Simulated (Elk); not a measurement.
# Convergence study of shifted k-point meshes for Mg (P-3m1, 2 atoms in the cell)

```
CELL_PARAMETERS angstrom
      1.60018    -2.77160     0.00000
      1.60018     2.77160     0.00000
      0.00000     0.00000     5.19437
ATOMIC_POSITIONS crystal
  Mg 0.33333 0.66667 0.25963
  Mg 0.66667 0.33333 0.75000
```

Method of the run: LDA (PW92), all-electron FP-LAPW, Elk's shipped species files, default APW+lo basis (Elk).

Base settings: swidth = 0.00367493 Ha; ngridk = 6 6 3; maxscl = 100.

In this ladder: vkloff = 0.5 0.5 0.5.

Only quantities that move along the ladder and can be compared are tabulated.

The starting cell has typed, rounded lattice constants, without a prior relaxation at this level. Its lattice was rescaled by up to half a per cent. One atom was moved a little off its site on purpose. Values depend on the basis (sphere radii, cutoffs, local orbitals), which need not be converged. Without a gap this mesh is coarse (it stands for a supercell whose shortest vector is 16 Å).

```tsv
ngridk	free energy less the last step's (meV/atom)
2 2 1	-817.77
2 2 2	-190.56
3 3 2	-11.69
4 4 2	-46.21
4 4 3	-3.94
5 5 3	-4.06
6 6 3	-19.99
6 6 4	-4.17
7 7 4	-2.04
8 8 4	7.66
8 8 5	8.81
9 9 5	1.99
10 10 6	0.37
11 11 6	3.95
12 12 7	0.00
```

Coarsest ngridk that holds the free energy within 5 meV/atom: not settled: the last two steps still differ by 3.9 meV/atom, over half the tolerance, so the ladder does not show it.

Two neighbours can agree and both be off: 4 4 3 and 5 5 3 differ by 0.12 meV/atom in the free energy, yet lie about 4.1 meV/atom from the last step.
